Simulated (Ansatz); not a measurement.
Consider interstitial Mg in beta Ga2O3, charge state +2. All values below come from PBE, PAW (plane waves to 420 eV; Ansatz, a program for electronic structure).

Settings: 120 host sites, the relaxed PBE lattice, the Γ point alone, smearing 0.01 eV, spin-restricted, no image-charge correction. Static, classical nuclei. The charge state is imposed; whether it is stable for some Fermi level was not computed. Sites that were not tried may lie lower.

Barriers: single points on a 2×2×2 k-point mesh shifted by half a step at the bands' geometries.

The step: several atoms move together, Mg the farthest; the atom moves 1.60 Å along (0.04, 0.50, 0.01) of the unit cell; the moving atom starts with neighbours O at 1.87, 2 O at 1.92, O at 2.03 Å and ends with O at 1.85, 2 O at 2.02, 2 O at 2.26 Å.

**Question.** Give the migration barrier of this step at the level PBE, PAW.

**Answer.** 0.40 eV forward and 0.29 eV backward. At the saddle the moving atom has neighbours 2 O at 1.87, O at 2.21, O at 2.26 Å. The saddle point's order was not checked, and it lies on a symmetry element of the cell, where a band can be held.
